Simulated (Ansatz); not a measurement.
Take a 27-atom supercell of W in the bcc (W type) structure (space group Im-3m, No. 229; a = 3.154 Å) at its relaxed geometry as the base.

All numbers come from PBEsol, PAW, 420 eV (Ansatz, an electronic-structure program; without spin-orbit coupling).

Before the change:

| Quantity | Result |
|---|---|
| Mean distance from the defect site to its nearest host atoms | 2.73 Å |
| Pressure | 0.2 GPa |

Modification: one W atom is replaced by Re, atoms relaxed at fixed cell, starting from a slightly rattled geometry.

Estimate the effect on the mean distance from the defect site to its nearest host atoms.

The mean distance from the defect site to its nearest host atoms is still 2.73 Å.

How does this affect the pressure?

The pressure decreases by 0.9 GPa to -0.7 GPa.

What happens to the largest displacement of a host atom from its site in the perfect cell?

The largest displacement of a host atom from its site in the perfect cell is 0.00 Å.

In so small a cell the defect repeats every few ångströms: this is an ordered compound, not a dilute defect. The final runs are not spin-polarised. The defect cell is not spin-polarised.
